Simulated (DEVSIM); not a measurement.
Structure: TaN/SiO2/p-Ge capacitor, at 300 K.

Layer 1 from the left is SiO2, thickness (nm) 23.0. Layer 2 from the left is Ge, thickness (nm) 2100, Na (cm⁻³) 7.8e16.

Metal gate on the left, work function 4.4 eV. Fixed charge at the semiconductor interface 2e11 cm⁻² (in units of +e); no interface traps.

This is a model device: material constants are rounded textbook-type values typed into the input, and sizes, dopings and lifetimes were drawn at random. Values at 300 K.

SiO2: gap (eV) 9, affinity (eV) 0.9, permittivity 3.9. Ge: gap (eV) 0.664, affinity (eV) 4, permittivity 16, Nc (cm⁻³) 1.04e19, Nv (cm⁻³) 6e18.

### Question
Estimate by hand the flat-band voltage, the threshold voltage, and compare with a numerical solution.

### Answer

- Flat-band voltage: C = 0.150 μF/cm², work-function difference -0.152 V; VFB = φms − qNf/C = -0.37 V; numerical -0.37 V.
- Threshold voltage: φF = 0.213 V, depletion charge √(4εqNφF) = 1.23e-7 C/cm²; VT = VFB + 2φF + Qd/C = 0.88 V; numerical 0.88 V.

Simulated with DEVSIM: 1D Poisson equation in equilibrium, Boltzmann statistics, complete ionisation; no quantum confinement or tunnelling. Metal contacts follow the ideal Schottky-Mott rule: no Fermi-level pinning, no interface dipoles.
